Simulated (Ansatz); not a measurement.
Candidates (primitive cells; geometry: relaxed with this functional, without spin-orbit coupling):
A. YSb (Fm-3m), a = b = c = 4.3258 Å, α = β = γ = 60.00°
B. NbC (Fm-3m), a = b = c = 3.146 Å, α = β = γ = 60.00°
C. SnAs (Fm-3m), a = b = c = 4.040 Å, α = β = γ = 60.00°
D. LaS (Fm-3m), a = b = c = 4.1051 Å, α = β = γ = 60.00°

Question: Rank these by mean free path at 300 K (lowest first), as PBEsol, DFPT electron-phonon coupling, linearised Boltzmann equation (Ansatz, a quantum-chemistry and plane-wave program) gives it.

Answer: B (4.1 nm), D (8.4 nm), C (12.4 nm), A (29 nm)

Metals; harmonic phonons alone scatter; means over directions. The mean free path is weighted by the current that each state carries. Halving the electron mesh moves these values by up to 9 %; q meshes are mostly untested. Some of the runs warned that the eigensolver left states short of its tolerance. Spin-orbit coupling is left out.

Formula and space group known from diffraction (Crystallography Open Database), not checked to be the room-temperature form: LaS (Fm-3m), SnAs (Fm-3m), YSb (Fm-3m).
